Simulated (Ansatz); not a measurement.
A series of runs on Cu3Te (P1, 4 atoms in the cell)

```
Cu3Te
1.0
    3.94666     0.00000     0.00000
    0.00000     3.94666     0.00000
    0.00000     0.00000     3.94666
Cu Te
3 1
Direct
  0.01471   0.49597   0.49592
  0.50582   0.01275   0.50147
  0.49111   0.50609   0.00654
  0.98837   0.98518   0.99607
```

Base run A: Ansatz (an electronic-structure program) with LDA (PW92), default PAW files made with PBE, self-consistent single point.

Its settings: basis.ecutwfc = 30.9 Ry; kpoints.mp_grid.grid = 5 5 5; hamiltonian.xc = lda; hamiltonian.pseudopotentials = {kind: paw} (the program's default PAW files); scf.occupations.method = fermi_dirac; scf.occupations.width = 0.01 Ry.

The starting cell comes from a database of computed structures (which also holds hypothetical and non-ambient phases and stackings), without a prior relaxation at this level. Its atoms were displaced at random from the sites of space group no. 221. Spin polarisation is off; with an odd number of electrons in the cell that forces a metal, and a magnetic state may lie lower. In the base run, with a pressure of about -8 GPa the cell is away from its equilibrium volume at this level. Ansatz's pressure includes its estimate of the finite-basis (Pulay) stress.

ΔF is the free energy per atom less that of run A. 

The first pressure column holds Ansatz's estimate of the finite-basis (Pulay) stress, which hides part of the cutoff error; the other is without it.

In some runs the Pulay estimate is large (up to 160 GPa), a sign of a cutoff far from converged.

Runs:
- B: lattice scaled by 0.97
- C: lattice scaled by 0.97; basis.ecutwfc: 30.9 Ry → 18.4 Ry
- D: lattice scaled by 0.985
- E: lattice scaled by 0.985; basis.ecutwfc: 30.9 Ry → 18.4 Ry
- F: lattice scaled by 1.015
- G: lattice scaled by 1.015; basis.ecutwfc: 30.9 Ry → 18.4 Ry
- H: lattice scaled by 1.03
- I: lattice scaled by 1.03; basis.ecutwfc: 30.9 Ry → 18.4 Ry
- J: basis.ecutwfc: 30.9 Ry → 18.4 Ry

```tsv
run	ΔF (meV/atom)	pressure (GPa)	largest force (eV/Å)	pressure at a fixed set of plane waves (GPa)
A	0.00	-7.84	0.168	-7.92
B	-28.3	1.90	0.307	1.81
C	2052.9	7.33	0.150	-152.72
D	-24.6	-3.51	0.233	-3.60
E	2045.6	4.02	0.125	-150.66
F	42.1	-11.22	0.108	-11.30
G	1982.4	-6.08	0.172	-139.60
H	98.8	-13.77	0.080	-13.84
I	2078.2	-10.50	0.145	-138.91
J	2028.8	-1.20	0.137	-146.44
```

Run H against A: The free energy goes up by 98.8 meV/atom, the pressure goes from -7.84 to -13.77 GPa and the largest force goes from 0.168 to 0.080 eV/Å.

Run I against A: The free energy goes up by 2.08 eV/atom, the pressure goes from -7.84 to -10.50 GPa and the largest force goes from 0.168 to 0.145 eV/Å.

Keys are those of Ansatz 0.2.
